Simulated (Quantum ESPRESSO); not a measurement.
Input and output of a self-consistent single point for Mg₂Ge (Fm-3m, 3 atoms in the cell) (Quantum ESPRESSO).

Method of the run: PBE, spin-orbit coupling, PseudoDojo fully relativistic norm-conserving (PBE) pseudopotentials (plane waves; Quantum ESPRESSO 7.5).

```xyz
3
Lattice="-3.2024 0.0000 3.2024 0.0000 3.2024 3.2024 -3.2024 3.2024 0.0000" Properties=species:S:1:pos:R:3 pbc="T T T"
Mg    -4.8037     4.8037     4.8037
Mg    -1.6012     1.6012     1.6012
Ge     0.0000     0.0000     0.0000
```

Reference input (self-consistent single point, DFT, PBE, plane waves, PseudoDojo standard norm-conserving (PBE) pseudopotentials): ecutwfc = 85 Ry; occupations = smearing; smearing = fd; degauss = 0.0099958 Ry; potentials = {Mg: Mg.upf, Ge: Ge.upf}; K_POINTS = automatic 6 6 6 0 0 0; conv_thr = 1e-10 Ry. This run's input differs from it in these lines:

```diff
@@ -17,2 +17,4 @@
     degauss = 0.0099958
+    noncolin = .true.
+    lspinorb = .true.
 /
```

Its files differ too (potentials: PseudoDojo fully relativistic norm-conserving (PBE)).

Output, abridged:

```
     Self-consistent Calculation

     iteration #  1     ecut=    85.00 Ry     beta= 0.70

     Threshold (ethr) on eigenvalues was too large:
     Diagonalizing with lowered threshold

     total energy              =    -416.21398851 Ry
     estimated scf accuracy    <       0.11912761 Ry

     iteration #  2     ecut=    85.00 Ry     beta= 0.70

     total energy              =    -416.23980845 Ry
     estimated scf accuracy    <       0.02079561 Ry

     iteration #  3     ecut=    85.00 Ry     beta= 0.70

     total energy              =    -416.24454885 Ry
     estimated scf accuracy    <       0.00053058 Ry

   [... 3 blocks of this kind left out ...]

     iteration #  7     ecut=    85.00 Ry     beta= 0.70

     total energy              =    -416.24460496 Ry
     estimated scf accuracy    <       0.00000001 Ry

     iteration #  8     ecut=    85.00 Ry     beta= 0.70
     End of self-consistent calculation

     the Fermi energy is     7.2588 ev

!    total energy              =    -416.24460496 Ry
     estimated scf accuracy    <          4.3E-11 Ry
     smearing contrib. (-TS)   =      -0.00134820 Ry
     internal energy E=F+TS    =    -416.24325676 Ry

     convergence has been achieved in   8 iterations

     Forces acting on atoms (cartesian axes, Ry/au):

     atom    1 type  1   force =     0.00000000    0.00000000    0.00000000
   [... zero for the other atoms too ...]

     Total force =     0.000000     Total SCF correction =     0.000000

          total   stress  (Ry/bohr**3)                   (kbar)     P=        4.09
   0.00002780   0.00000000   0.00000000            4.09        0.00        0.00
   0.00000000   0.00002780  -0.00000000            0.00        4.09       -0.00
   0.00000000  -0.00000000   0.00002780            0.00       -0.00        4.09

   JOB DONE.
```

The run converged in 8 iterations. Against the reference run the pressure moves little (0.39 to 0.41 GPa).

The starting cell comes from a database of computed structures (which also holds hypothetical and non-ambient phases and stackings), without a prior relaxation at this level. Its lattice was rescaled by a random factor within 2.5 % of one.

Cost on one core of a shared machine: roughly 3 min.
